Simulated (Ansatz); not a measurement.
An Ansatz (an electronic-structure program) run: ZnSnP2; PBE (Ansatz, PAW, spin-orbit coupling left out).

Input:

Ansatz 0.2 input:
```yaml
crystal:
  lattice:
    - [-2.8511709077, 2.8511709077, 5.7177730159]
    - [2.8511709077, -2.8511709077, 5.7177730159]
    - [2.8511709077, 2.8511709077, -5.7177730159]
  atoms:
    - { symbol: Zn, position: [0.75, 0.25, 0.5] }
    - { symbol: Zn, position: [0, 0, 0] }
    - { symbol: Sn, position: [0.25, 0.75, 0.5] }
    - { symbol: Sn, position: [0.5, 0.5, 0] }
    - { symbol: P, position: [0.1027679417, 0.125, 0.4777679417] }
    - { symbol: P, position: [0.6472320583, 0.625, 0.5222320583] }
    - { symbol: P, position: [0.375, 0.8972320583, 0.0222320583] }
    - { symbol: P, position: [0.875, 0.3527679417, 0.9777679417] }
basis: { ecutwfc: 420, ecutrho_ratio: 4, xc_grid: 2, fft_grid_basis: typed }
kpoints: { mp_grid: { grid: [8, 8, 8] } }
hamiltonian:
  xc: pbe
  dispersion: none
  pseudopotentials: { kind: paw }
scf: { occupations: { method: fermi_dirac, width: 0.05 }, convergence: { dr2_threshold: 0.0000000008 } }
output: { forces: true, stress: true }
checkpoint: { write: state.ck, write_every: 1000 }
```

Output (explanatory and most iteration lines left out):

```
Pseudopotential: Zn, paw, valence charge 12
Pseudopotential: Sn, paw, valence charge 14
Pseudopotential: P, paw, valence charge 5
Crystal: 8 atoms, lattice volume = 185.923 Å³
Basis set: ecut = 420 eV, 3635 PW (Γ), exchange–correlation on 96×96×96 points (8 copies of the dense FFT grid, shifted against one another)
Bands: 44, of which v1, the nominal top of the filled ones, is band 36 counted from 1 (35 counted from 0)
Symmetry: 8 space group operations
Space group: I-42d (ITA 122), of the structure as read, at distance tolerance 5.7e-5 Å
k-points: 59 of 512 (time reversal used)
Functional: x = pbe(κ = 0.804, μ = 0.2195149727645171), c = pbe(β = 0.06672455060314922)
SCF iter   1: F=—  HF=-21710.897827 eV  |F-HF|=—  |Δ(HF+E_count)|=         —  Δρ=7.04e-4  dr2=1.09e-3  ethr=1.77e-3  ⟨swp⟩=10.0  Hψ=13303  notcnv=0  defer=3
SCF iter   2: F=—  HF=-21710.896550 eV  |F-HF|=—  |Δ(HF+E_count)|=   1.28e-3  Δρ=5.00e-4  dr2=5.87e-4  ethr=1.51e-6  ⟨swp⟩=3.0  Hψ=5913  notcnv=0  defer=68
SCF 1 converged in 10 iterations: F = -21710.896514 eV  dr2 = 1.30e-11
SCF converged after 10 iterations
Free energy (F): -21710.896514 eV
Internal energy: -21710.896505 eV  (E = F + TS)
E sigma→0 (E₀):  -21710.896509 eV
Entropy (-TS):   -0.000009 eV (-0.001 meV/atom)
Fermi energy:    7.314403 eV
--- Forces (eV/Å), atoms counted from 1 ---
  atom   1  Zn    -0.00000000     0.00000000    -0.00000000
  atom   2  Zn    -0.00000000    -0.00000000     0.00000000
  atom   3  Sn     0.00000000     0.00000000    -0.00000000
  atom   4  Sn    -0.00000000     0.00000000    -0.00000000
  atom   5  P     -0.00000000     0.00076248    -0.00000000
  atom   6  P     -0.00000000    -0.00076248     0.00000000
  atom   7  P     -0.00076248     0.00000000     0.00000000
  atom   8  P      0.00076248     0.00000000     0.00000000
--- Stress (GPa, compression-positive) ---
        0.000057       0.000000      -0.000000
       -0.000000       0.000057      -0.000000
       -0.000000      -0.000000      -0.000326
  P = ⅓ Tr σ = -0.0001 GPa (-0.001 kbar)
```

No phonon test of stability was made. The cell is ZnSnP2 in the chalcopyrite structure (space group I-42d, No. 122).
